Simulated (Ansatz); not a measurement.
# SnSe2, response to strain

Start from SnSe$_{2}$ in the CdI2 type structure (space group P-3m1, No. 164; a = 3.826 Å, c = 6.231 Å; layered, stacked along the Cartesian z axis). Axes: x lies along a and z along c of the hexagonal cell.

Strains are applied to the cell and any free atomic positions relax; under biaxial strain the out-of-plane vector relaxes too; under stress the whole cell relaxes.

Computed with DFT with r2SCAN+rVV10, PAW potentials and a 500 eV plane-wave cutoff in Ansatz (a first-principles code), without spin-orbit coupling.

Only one of these has a direct gap. Which?
(A) isotropic strain +5.02 %
(B) uniaxial stress, 0.5 GPa compression along x
(C) tensor shear ε_xy = +1.12 %
(D) biaxial strain +0.13 %, plane normal [001], relaxed out of plane
(E) biaxial strain +3.73 %, plane normal [001], relaxed out of plane

A, isotropic strain +5.02 %. Computed: biaxial strain +3.73 %, plane normal [001], relaxed out of plane: indirect, K–Γ (86 % along) → Γ; isotropic strain +5.02 %: direct at Γ; uniaxial stress, 0.5 GPa compression along x: indirect, Γ–M₂ (29 % along) → k = (-1/2, 0, 1/3) in the run's primitive reciprocal basis; tensor shear ε_xy = +1.12 %: indirect, Γ–V₂ (29 % along) → k = (-1/2, -1/2, 1/3) in the run's primitive reciprocal basis; biaxial strain +0.13 %, plane normal [001], relaxed out of plane: indirect, K–Γ (71 % along) → k = (0, -1/2, 1/3) in the run's primitive reciprocal basis

Stability under load was not tested beyond the relaxation. k-point labels follow each cell's own Brillouin zone.
